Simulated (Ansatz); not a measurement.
## A computed series for YOs2: response to strain

The reference is YOs2 (space group P6_3/mmc, No. 194; a = 5.262 Å, c = 8.777 Å; a cell from a computed database, its experimental status unchecked). Axes: x lies along a and z along c of the hexagonal cell.

Strains are applied to the cell and any free atomic positions relax; under biaxial strain the out-of-plane vector relaxes too.

The values are results of PBEsol in Ansatz (plane waves to 420 eV, PAW, without spin-orbit coupling), not measurements.

Notes on the quantities. pressure: mean of the normal stresses, compression positive.

```json
[
 {"change": "base", "volume per atom": "17.54 Å³", "pressure": "0.0 GPa"},
 {"change": "biaxial strain +0.47 %, plane normal [001], relaxed out of plane", "volume per atom": "17.59 Å³", "pressure": "-0.7 GPa"},
 {"change": "biaxial strain +4.17 %, plane normal [001], relaxed out of plane", "volume per atom": "18.17 Å³", "pressure": "-7.4 GPa"},
 {"change": "isotropic strain −5.16 %", "volume per atom": "14.96 Å³", "pressure": "51.7 GPa"}
]
```

Without a gap, meshes like the base's 8×8×5 leave anisotropic stresses uncertain by several tenths of a GPa, and small strain energies with them. No phonon test of stability was made. The final runs are not spin-polarised.

Ansatz is an electronic-structure program.
